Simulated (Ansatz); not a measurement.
Input:

End structure of Li on the 1x1 (110) surface of bcc W, one in a 1x1 cell, started at the site 'hollow W-W-W':

```
CELL_PARAMETERS angstrom
      2.75768     0.00000     0.00000
     -0.91923     2.59996     0.00000
      0.00000     0.00000    26.00000
ATOMIC_POSITIONS crystal
  W  0.50000 0.50000 0.37289
  W  0.00000 0.00000 0.45653
  W  0.49993 0.50007 0.54323
  W  0.00011 0.99989 0.62837
  Li 0.49891 0.50109 0.71383
```

Set-up: 5 atoms, 6.6 Å thick at the start under the adsorbate (thin: gaps and levels are the slab's own); mesh 12x12x1; 0.1 eV smearing; dipole correction on; 2 atoms held, the rest relaxed; start symmetry kept, larger cells not searched; no spin, no spin-orbit, no U, no dispersion correction. At the end it is bonded to 4 W. In PBE it is, or lies within 0.03 eV of, the lowest of the starts that converged.

A negative adsorption energy means that the adsorbate is more stable on the surface than in its reference.

Task: Give the work function of the top face at the level PBE (Ansatz, a quantum-chemistry and plane-wave program).

Result: 3.21 eV

Task: Estimate the adsorption energy against an atom of bcc Li that PBE returns for this input.

Result: -0.61 eV

Task: Predict the change of the work function from PBE.

Result: -1.61 eV

Task: Predict the change of the step from the bottom to the top vacuum level, against the clean slab from PBE.

Result: -1.58 eV
